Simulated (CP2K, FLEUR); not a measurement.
A CP2K input for a self-consistent single point of CsBr (Pm-3m, 2 atoms in the cell) (DFT PBE, GPW, DZVP-MOLOPT-SR-GTH basis, GTH-PBE potentials (GTH_POTENTIALS)):

```
&GLOBAL
  PROJECT bulk
  RUN_TYPE ENERGY_FORCE
  PRINT_LEVEL LOW
&END GLOBAL
&FORCE_EVAL
  METHOD Quickstep
  STRESS_TENSOR ANALYTICAL
  &DFT
    BASIS_SET_FILE_NAME BASIS_MOLOPT
    POTENTIAL_FILE_NAME GTH_POTENTIALS
    &QS
      METHOD GPW
      EPS_DEFAULT 1E-11
    &END QS
    &MGRID
      CUTOFF 500
      REL_CUTOFF 60
      NGRIDS 5
    &END MGRID
    &SCF
      SCF_GUESS ATOMIC
      EPS_SCF 1E-6
      MAX_SCF 100
      ADDED_MOS 4
      &DIAGONALIZATION
        ALGORITHM STANDARD
      &END DIAGONALIZATION
      &MIXING
        METHOD BROYDEN_MIXING
        ALPHA 0.3
        NBUFFER 10
        BETA 1
      &END MIXING
    &END SCF
    &KPOINTS
      SCHEME MONKHORST-PACK 6 6 6
      GAMMA_CENTERED T
    &END KPOINTS
    &XC
      &XC_FUNCTIONAL PBE
      &END XC_FUNCTIONAL
    &END XC
    &PRINT
      &MO
        EIGENVALUES T
        OCCUPATION_NUMBERS T
        NDIGITS 8
        FILENAME mo
        &EACH
          QS_SCF 0
        &END EACH
        ADD_LAST NUMERIC
      &END MO
      &MULLIKEN OFF
      &END MULLIKEN
    &END PRINT
  &END DFT
  &SUBSYS
    &CELL
      ABC 4.33816400 4.33816400 4.33816400
      ALPHA_BETA_GAMMA 90.00000000 90.00000000 90.00000000
      PERIODIC XYZ
    &END CELL
    &COORD
      Cs       0.00000000     0.00000000     0.00000000
      Br       2.16908200     2.16908200     2.16908200
    &END COORD
    &KIND Cs
      BASIS_SET DZVP-MOLOPT-SR-GTH-q9
      POTENTIAL GTH-PBE-q9
    &END KIND
    &KIND Br
      BASIS_SET DZVP-MOLOPT-SR-GTH-q7
      POTENTIAL GTH-PBE-q7
    &END KIND
  &END SUBSYS
  &PRINT
    &FORCES ON
    &END FORCES
    &STRESS_TENSOR ON
    &END STRESS_TENSOR
  &END PRINT
&END FORCE_EVAL
```

Problem. Write the same calculation as an input for FLEUR.

Solution. One input that does it (others would too):

Input of the input generator:

```
CsBr
&input film=f /
8.1979418437 0.0000000000 0.0000000000
0.0000000000 8.1979418437 0.0000000000
0.0000000000 0.0000000000 8.1979418437
1.0
1.0 1.0 1.0

2
55 0.0000000000 0.0000000000 0.0000000000
35 0.5000000000 0.5000000000 0.5000000000

&comp jspins=1 /
&kpt div1=6 div2=6 div3=6 gamma=t /
&end /
```

```xml
<?xml version="1.0" encoding="UTF-8" standalone="no"?>
<fleurInput fleurInputVersion="0.39">
   <comment>
      CsBr                                                                                                
   </comment>
   <calculationSetup>
      <cutoffs Kmax="3.8" Gmax="11.4" GmaxXC="11.4" numbands="0"/>
      <scfLoop itmax="60" minDistance="0.00001" maxIterBroyd="25" imix="Anderson" alpha="0.05" precondParam="0.0" spinf="2.0"/>
      <coreElectrons ctail="T" frcor="F" kcrel="0" coretail_lmax="0"/>
      <xcFunctional name="pbe" relativisticCorrections="F"/>
      <magnetism jspins="1"/>
      <soc l_soc="F" theta="0.0" phi="0.0" spav="F"/>
      <expertModes spex="0" secvar="F"/>
      <geometryOptimization l_f="T" forcealpha="1.0" forcemix="BFGS" epsdisp="0.00001" epsforce="0.00001"/>
      <ldaU l_linMix="F" mixParam="0.05" spinf="1.0"/>
   </calculationSetup>
   <cell>
      <bzIntegration valenceElectrons="16.0" mode="hist" fermiSmearingEnergy="0.0001">
         <kPointListSelection listName="default-1"/>
         <!-- k-points included here -->
         <xi:include xmlns:xi="http://www.w3.org/2001/XInclude" href="kpts.xml"> </xi:include>
      </bzIntegration>
      <!-- symmetry operations included here -->
      <xi:include xmlns:xi="http://www.w3.org/2001/XInclude" href="sym.xml"> </xi:include>
      <bulkLattice scale="1.0">
         <bravaisMatrix>
            <row-1>    8.1979418437000007     0.0000000000000000     0.0000000000000000</row-1>
            <row-2>    0.0000000000000000     8.1979418437000007     0.0000000000000000</row-2>
            <row-3>    0.0000000000000000     0.0000000000000000     8.1979418437000007</row-3>
         </bravaisMatrix>
      </bulkLattice>
   </cell>
   <atomSpecies>
      <species name="Cesium (Cs)" element="Cs" atomicNumber="55">
         <mtSphere radius="2.68" gridPoints="925" logIncrement="0.014"/>
         <atomicCutoffs lmax="10" lnonsphr="8"/>
         <electronConfig flipSpins="F">
            <coreConfig>(1s1/2) (2s1/2) (2p1/2) (2p3/2) (3s1/2) (3p1/2) (3p3/2) (4s1/2) (3d3/2) (3d5/2) (4p1/2) (4p3/2) (4d3/2) (4d5/2)</coreConfig>
            <valenceConfig>(5s1/2) (5p1/2) (5p3/2) (6s1/2)</valenceConfig>
            <stateOccupation state="(6s1/2)" spinUp="0.5" spinDown="0.5"/>
         </electronConfig>
         <energyParameters s="6" p="6" d="5" f="4"/>
         <lo type="SCLO" l="0" n="5" eDeriv="0"/>
         <lo type="SCLO" l="1" n="5" eDeriv="0"/>
      </species>
      <species name="Bromine (Br)" element="Br" atomicNumber="35">
         <mtSphere radius="2.68" gridPoints="925" logIncrement="0.014"/>
         <atomicCutoffs lmax="10" lnonsphr="8"/>
         <electronConfig flipSpins="F">
            <coreConfig>(1s1/2) (2s1/2) (2p1/2) (2p3/2) (3s1/2) (3p1/2) (3p3/2) (3d3/2) (3d5/2)</coreConfig>
            <valenceConfig>(4s1/2) (4p1/2) (4p3/2)</valenceConfig>
            <stateOccupation state="(4p1/2)" spinUp="0.8333333333333" spinDown="0.8333333333333"/>
            <stateOccupation state="(4p3/2)" spinUp="1.6666666666667" spinDown="1.6666666666667"/>
         </electronConfig>
         <energyParameters s="4" p="4" d="4" f="4"/>
      </species>
   </atomSpecies>
   <atomGroups>
      <atomGroup species="Cesium (Cs)">
         <relPos label="                   1">.0000000000 .0000000000 .0000000000</relPos>
         <force calculate="T" relaxXYZ="TTT"/>
      </atomGroup>
      <atomGroup species="Bromine (Br)">
         <relPos label="                   2">1.000/2.000 1.000/2.000 1.000/2.000</relPos>
         <force calculate="T" relaxXYZ="TTT"/>
      </atomGroup>
   </atomGroups>
   <output dos="F" band="F" slice="F">
      <checks vchk="F" cdinf="F"/>
      <bandDOS minEnergy="-.5*Htr" maxEnergy="0.5*Htr" sigma="0.015" storeEVData="T"/>
      <vacuumDOS vacdos="F" integ="F" star="F" nstars="0" locx1="0.0" locy1="0.0" locx2="0.0" locy2="0.0" nstm="0" tworkf="0.0"/>
      <unfoldingBand unfoldBand="F" supercellX="1" supercellY="1" supercellZ="1"/>
      <plotting iplot="0" polar="F">
         <plot TwoD="T" vec1="  1.0  0.0  0.0" vec2="  0.0  1.0  0.0" vec3="  0.0  0.0  1.0" zero="  0.0  0.0  0.0" file="plot"/>
      </plotting>
      <chargeDensitySlicing numkpt="0" minEigenval="0.0" maxEigenval="0.0" nnne="0" pallst="F"/>
      <specialOutput eonly="F"/>
      <magneticCircularDichroism mcd="F" energyLo="-10.0" energyUp="0.0"/>
   </output>
  <!-- We include the file relax.xml here to enable relaxations (see documentation) -->
  <xi:include xmlns:xi="http://www.w3.org/2001/XInclude" href="relax.xml"> <xi:fallback/> </xi:include>
</fleurInput>
```

Basis, cutoffs, solver keys and any potentials are the target program's own. This input uses DFT, PBE, all-electron FLAPW (FLEUR), scalar-relativistic valence. Both were run: gap on the mesh 4.441 eV in CP2K and 4.474 in FLEUR.

On CP2K: the starting cell comes from a database of computed structures (which also holds hypothetical and non-ambient phases and stackings), without a prior relaxation at this level. Its lattice was rescaled by a random factor within 2.5 % of one. Values carry the incompleteness of an atom-centred basis.

On FLEUR: the starting cell comes from a database of computed structures (which also holds hypothetical and non-ambient phases and stackings), without a prior relaxation at this level. Its lattice was rescaled by a random factor within 2.5 % of one. Values depend on the basis (sphere radii, cutoffs, local orbitals), which need not be converged.
